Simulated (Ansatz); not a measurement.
The parent structure is KBr in the rock salt structure (space group Fm-3m, No. 225).

```xyz
2
Lattice="0.0000 3.2745 3.2745 3.2745 0.0000 3.2745 3.2745 3.2745 0.0000" Properties=species:S:1:pos:R:3 pbc="T T T"
K      0.0000     0.0000     0.0000
Br     3.2745     3.2745     3.2745
```

All numbers come from PBEsol in Ansatz (plane waves to 420 eV, PAW, without spin-orbit coupling).

One change was made to it. Results:

The electron mass changes from 0.37 mₑ (at Γ) to 0.35 mₑ (at Γ); the band gap increases by 0.21 eV, from 4.34 eV to 4.55 eV; the volume per atom shrinks by 2.68 Å³ to 32.43 Å³.

Task: Name the change that was made.
A) pressure 1.5 GPa
B) pressure 7.5 GPa
C) pressure 10 GPa
D) pressure 5 GPa
E) pressure −2 GPa

Result: A, pressure 1.5 GPa. For comparison, the band gap in the other runs: pressure 5 GPa gives 4.92 eV; pressure −2 GPa gives 3.85 eV; pressure 7.5 GPa gives 5.12 eV; pressure 10 GPa gives 5.05 eV.

Load acts through the strain it causes; cell and atoms are relaxed under it. Masses are band curvatures over ±0.01 Å⁻¹ around the edge. Stability against distortions was not tested. Competing high-pressure phases were not computed.

Ansatz is a program for electronic structure.
